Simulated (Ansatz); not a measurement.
The starting structures come from a database of crystals and need not be the phases stable at ambient conditions.

Inside the gap of an insulator the Bloch states are evanescent, with a wavenumber k + iκ along the transport direction.

Data:

```
CELL_PARAMETERS angstrom
      4.33858     0.00000     0.00000
      2.16929     5.54108     0.00000
      0.00000     2.14818     7.11983
ATOMIC_POSITIONS crystal
  Sr 0.69834 0.60332 0.27620
  Sr 0.30166 0.39668 0.72380
  H  0.94395 0.11210 0.61897
  H  0.05605 0.88790 0.38103
  Br 0.61190 0.77620 0.82658
  Br 0.38810 0.22380 0.17342
  O  0.85300 0.29400 0.59598
  O  0.14700 0.70600 0.40402
```

Space group of this cell: C2/m. The cell is taken as given; by PBEsol its mean pressure is -2.0 GPa.

Transport runs along the normal of the first two printed cell vectors.

The gap is the functional's own. No spin-orbit coupling. Mid-gap values are interpolated on the energy grid.

Question: Estimate the band gap and the smallest decay constant κ at mid-gap that PBEsol in Ansatz (a first-principles code) returns for this system.

Answer: Gap 4.15 eV on a 8×8×4 mesh; κ = 0.337 1/Å, at the zone centre.
